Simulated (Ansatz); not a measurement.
# InSb, pressure series

Consider InSb in the zinc blende structure (space group F-43m, No. 216; a = 6.635 Å).

Cell and atoms are relaxed at each pressure.

The values are results of Kohn–Sham DFT with the PBE functional, run in Ansatz (a first-principles code) with PAW and 420 eV plane waves, no spin-orbit coupling, earlier PAW set, not measurements.

Notes on the quantities. enthalpy: H = E + PV relative to the base's energy.

| variant | density | enthalpy |
|---|---|---|
| base | 5.38 g/cm³ | – |
| pressure −2 GPa | 5.05 g/cm³ | -0.47 eV/atom |
| pressure −1 GPa | 5.22 g/cm³ | -0.23 eV/atom |
| pressure 3 GPa | 5.76 g/cm³ | +0.66 eV/atom |
| pressure 7 GPa | 6.17 g/cm³ | +1.48 eV/atom |
| pressure 15 GPa | 6.79 g/cm³ | +2.99 eV/atom |
| pressure 30 GPa | 7.64 g/cm³ | +5.54 eV/atom |
| pressure 50 GPa | 8.50 g/cm³ | +8.57 eV/atom |
| pressure 75 GPa | 9.33 g/cm³ | +12.01 eV/atom |
| pressure 100 GPa | 10.03 g/cm³ | +15.17 eV/atom |

Load acts through the strain it causes; cell and atoms are relaxed under it. Stability against distortions was not tested. Tetrahedral semiconductors of this kind turn to denser phases somewhere between about 1 and 50 GPa; those were not computed, so compressed cells here can lie past the real transition. The final runs are not spin-polarised.
